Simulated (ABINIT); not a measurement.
**Input and output of a self-consistent single point for LaOF (R-3m, 6 atoms in the cell) (ABINIT)**

Method: LDA (PW92), PAW (JTH v2.0 LDA PAW) (plane waves; ABINIT).

Input as run:

```
# LaOF, JTH v2.0 LDA PAW
pp_dirpath "./"
pseudos "La.LDA_PW-JTH.xml, O.LDA_PW-JTH.xml, F.LDA_PW-JTH.xml"
acell 13.7172006627 13.7172006627 13.7172006627
rprim
         0.2838947756    0.1639067251    0.9447424738
        -0.2838947756    0.1639067251    0.9447424738
         0.0000000000   -0.3278134502    0.9447424738
natom 6
ntypat 3
znucl 57 8 9
typat 1 1 2 2 3 3
xred
         0.7419000000    0.7419000000    0.7419000000
         0.2581000000    0.2581000000    0.2581000000
         0.6227070000    0.6227070000    0.6227070000
         0.3772930000    0.3772930000    0.3772930000
         0.8706600000    0.8706600000    0.8706600000
         0.1293400000    0.1293400000    0.1293400000
ecut 26
pawecutdg 52
ixc 7
occopt 1
nband 27
kptopt 1
ngkpt 7 7 7
nshiftk 1
shiftk 0 0 0
nstep 60
tolvrs 1.0e-10
prtwf 0
prtden 0
enunit 1
```

The program printed (abridged):

```
 Symmetries : space group R-3 m (#166); Bravais hR (rhombohedral)

 -outvars: echo values of preprocessed input variables --------
            acell      1.3717200663E+01  1.3717200663E+01  1.3717200663E+01 Bohr
             ecut      2.60000000E+01 Hartree
           enunit           1
              ixc           7
         kptrlatt        7    0    0      0    7    0      0    0    7
          kptrlen      5.45193825E+01
            natom           6
            nband          27
            ngfft          64      64      64
          ngfftdg          90      90      90
             nkpt          44
            nstep          60
             nsym          12
           ntypat           3
        pawecutdg      5.20000000E+01 Hartree
            rprim      2.8389477560E-01  1.6390672510E-01  9.4474247380E-01
                      -2.8389477560E-01  1.6390672510E-01  9.4474247380E-01
                       0.0000000000E+00 -3.2781345020E-01  9.4474247380E-01
          spgroup         166
           tolvrs      1.00000000E-10
            typat      1  1  2  2  3  3
           useylm           1
             xred      7.4190000000E-01  7.4190000000E-01  7.4190000000E-01
                       2.5810000000E-01  2.5810000000E-01  2.5810000000E-01
                       6.2270700000E-01  6.2270700000E-01  6.2270700000E-01
                       3.7729300000E-01  3.7729300000E-01  3.7729300000E-01
                       8.7066000000E-01  8.7066000000E-01  8.7066000000E-01
                       1.2934000000E-01  1.2934000000E-01  1.2934000000E-01
            znucl       57.00000    8.00000    9.00000

== DATASET  1 ==================================================================

 Exchange-correlation functional for the present dataset will be:
  LDA: Perdew-Wang 92 LSD fit to Ceperley-Alder data - ixc=7
 Citation for XC functional:
  J.P.Perdew and Y.Wang, PRB 45, 13244 (1992)

 Real(R)+Recip(G) space primitive vectors, cartesian coordinates (Bohr,Bohr^-1):
 R(1)=  3.8942416  2.2483414 12.9592221  G(1)=  0.1283947  0.0741287  0.0257217
 R(2)= -3.8942416  2.2483414 12.9592221  G(2)= -0.1283947  0.0741287  0.0257217
 R(3)=  0.0000000 -4.4966829 12.9592221  G(3)=  0.0000000 -0.1482574  0.0257217
 Unit cell volume ucvol=  6.8079341E+02 bohr^3
 Angles (23,13,12)=  3.29855907E+01  3.29855907E+01  3.29855907E+01 degrees

 Coarse grid specifications (used for wave-functions):

 getcut: wavevector=  0.0000  0.0000  0.0000  ngfft=  64  64  64
         ecut(hartree)=     26.000   => boxcut(ratio)=   2.03277

 Fine grid specifications (used for densities):

 getcut: wavevector=  0.0000  0.0000  0.0000  ngfft=  90  90  90
         ecut(hartree)=     52.000   => boxcut(ratio)=   2.02135

   7.10876637E+03                                ecore*ucvol(ha*bohr**3)

_setup2: Arith. and geom. avg. npw (full set) are    4312.423    4312.409

--- !BeginCycle
solver: {iscf: 17, nstep: 60, nline: 4, wfoptalg: 10, }
tolerances: {tolvrs: 1.00E-10, }
...

     iter   Etot(hartree)      deltaE(h)  residm     nres2
 ETOT  1  -144.27186116475    -1.443E+02 4.424E-01 1.129E+02
 ETOT  2  -146.25406785930    -1.982E+00 6.828E-02 3.971E+02
 ETOT  3  -146.05772413054     1.963E-01 1.327E-02 1.335E+02
 ETOT  4  -145.96042321637     9.730E-02 8.325E-03 2.986E+01
 ETOT  5  -145.92902741595     3.140E-02 3.149E-02 7.736E+00
 ETOT  6  -145.92818733353     8.401E-04 3.727E-03 2.975E+00
   [... 9 lines left out ...]
 ETOT 16  -145.92693023605     2.052E-10 1.866E-04 3.767E-08
 ETOT 17  -145.92693023599     5.565E-11 2.471E-04 3.735E-09
 ETOT 18  -145.92693023600    -1.535E-12 1.309E-04 1.559E-09
 ETOT 19  -145.92693023600    -6.537E-13 1.499E-04 3.434E-10
 ETOT 20  -145.92693023599     2.984E-12 1.070E-04 1.663E-11

 At SCF step   20       nres2   =  1.66E-11 < tolvrs=  1.00E-10 =>converged.

 Cartesian components of stress tensor (hartree/bohr^3)
  sigma(1 1)=  3.95195457E-04  sigma(3 2)=  0.00000000E+00
  sigma(2 2)=  3.95195460E-04  sigma(3 1)=  0.00000000E+00
  sigma(3 3)=  3.91569925E-04  sigma(2 1)=  0.00000000E+00

 ----iterations are completed or convergence reached----

 reduced coordinates (array xred) for    6 atoms
       0.741900000000      0.741900000000      0.741900000000
       0.258100000000      0.258100000000      0.258100000000
       0.622707000000      0.622707000000      0.622707000000
       0.377293000000      0.377293000000      0.377293000000
       0.870660000000      0.870660000000      0.870660000000
       0.129340000000      0.129340000000      0.129340000000
 cartesian forces (eV/Angstrom) at end:
    1     -0.00000000000000    -0.00000000000000    -0.32489678623210
    2     -0.00000000000000    -0.00000000000000     0.32489678623210
    3     -0.00000000000000    -0.00000000000000     0.10217455247011
    4     -0.00000000000000    -0.00000000000000    -0.10217455247011
    5      0.00000000000000    -0.00000000000000     0.08122954965915
    6      0.00000000000000    -0.00000000000000    -0.08122954965915
 frms,max,avg= 1.1671228E-01 3.2489679E-01   0.000E+00  0.000E+00  0.000E+00 e/A
 length scales= 13.717200662700 13.717200662700 13.717200662700 bohr
              =  7.258829956356  7.258829956356  7.258829956356 angstroms
 Fermi (or HOMO) energy (eV) =   1.38470   Average Vxc (eV)= -10.57553
 Eigenvalues (   eV  ) for nkpt=  44  k points:
 kpt#   1, nband= 27, wtk=  0.00292, kpt=  0.0000  0.0000  0.0000 (reduced coord)
 -28.58280  -28.44767  -20.23949  -19.87582  -14.58811  -13.47270  -12.07476  -12.07476
 -11.90904  -11.90904  -11.87933  -10.95735   -2.85688   -2.70466   -2.70466   -2.08349
  -2.08349   -1.82414    0.12411    0.14470    0.14470    0.34893    0.34893    1.04095
   5.68098    6.25672    6.33360
 prteigrs : prtvol=0 or 1, do not print more k-points.

--- !EnergyTerms
comment             : Components of total free energy in Hartree
kinetic             :  5.33597419564437E+01
hartree             :  3.30430816330287E+01
xc                  : -3.32675537168858E+01
Ewald energy        : -1.14280222934384E+02
psp_core            :  1.04418848942576E+01
local_psp           : -1.00965204426316E+02
spherical_terms     :  5.74134194719131E+00
total_energy        : -1.45926930646664E+02
total_energy_eV     : -3.97087372533797E+03
...

-Cartesian components of stress tensor (GPa)         [Pressure= -1.1591E+01 GPa]
- sigma(1 1)=  1.16270498E+01  sigma(3 2)=  0.00000000E+00
- sigma(2 2)=  1.16270499E+01  sigma(3 1)=  0.00000000E+00
- sigma(3 3)=  1.15203830E+01  sigma(2 1)=  0.00000000E+00

 Calculation completed.
```

The run converged in 20 iterations.

The starting cell comes from a database of computed structures (which also holds hypothetical and non-ambient phases and stackings), without a prior relaxation at this level. Its lattice was rescaled by a random factor within 2.5 % of one. With a pressure of about -12 GPa the cell is away from its equilibrium volume at this level.

These are the values that this program gave, and no reference: the one-centre exchange-correlation terms come from a truncated expansion.

Cost on one core of a shared machine: roughly 10 min.
